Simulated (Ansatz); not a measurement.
AlAs (model structure, started from the BeO type, P4₂/mnm, No. 136, 8 atoms in the cell) was calculated with PBEsol in Ansatz (PAW).

Settings: plane-wave cutoff 520 eV, 6×6×8 k mesh (along the axes of the cell as run), Fermi–Dirac smearing 0.01 eV, scalar-relativistic PAW data made under PBE.

Cell (relaxed with PBEsol):

```
AlAs
1.0
    6.89605     0.00000     0.00000
    0.00000     6.89605     0.00000
    0.00000     0.00000     4.03122
Al As
4 4
Direct
  0.32759   0.67241   0.00000
  0.67241   0.32759   0.00000
  0.82759   0.82759   0.50000
  0.17241   0.17241   0.50000
  0.31368   0.31368   0.00000
  0.68632   0.68632   0.00000
  0.18632   0.81368   0.50000
  0.81368   0.18632   0.50000
```

### Question
What does this level give for the band gap and smallest direct gap on the k points sampled?

### Answer

- band gap = 1.31 eV (indirect)
- smallest direct gap on the k points sampled = 1.56 eV

Note: the relaxation could raise the start's symmetry but not lower it, so the cell can be a saddle point.

Spin–orbit coupling is not included.

Computed values are for the static lattice.

A model structure was made by putting elements into a prototype or built by hand; it is no filed structure, need not be a known phase, and can be a saddle point held by its symmetry.

Ansatz is a program for electronic structure.
